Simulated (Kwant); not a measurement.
System: quantum point contact (saddle potential) in a ZnO two-dimensional gas. Effective mass 0.3 mₑ, grid spacing 10 nm, hard walls, nominal width 200 nm (19 grid rows, so walls 200 nm apart), one parabolic valley, scattering region 600 nm long along x; energies count from the band bottom; Fermi energy 0.000781 eV. Potential (V0 + ½k y²) cos²(πx/L) for |x| < L/2, with V0 swept from 0.00082005 to 0 eV, k = 8.8e-07 eV/nm², L = 310 nm.

Constants are typed, rounded textbook-type inputs, not results; the design itself was drawn at random and stands for no fabricated device.

Computed with Kwant: effective-mass tight-binding model on a square grid, one spin, coherent transport at 0 K. Conductance is in e²/h.

Q: Compare with the saddle-point formula G = Σ 1/(1 + exp(−2π(E − V0 − ħωy(n + ½))/ħωx)), taking ħωy = ħ√(k/m) and ħωx from the curvature along x of V0 plus half of the mode's confinement energy.

A: ħωy = 0.473 meV; at V0 = 0.666 meV the lowest mode has ħωx = 0.202 meV.

```tsv
V0 (meV)	formula	simulation
0.773	0.0013	0.0012
0.666	0.023	0.024
0.559	0.39	0.42
0.452	0.97	0.97
0.345	1.00	1.00
0.238	1.00	1.00
```

The formula takes a parabolic saddle in the continuum; the run has the full potential on a grid.
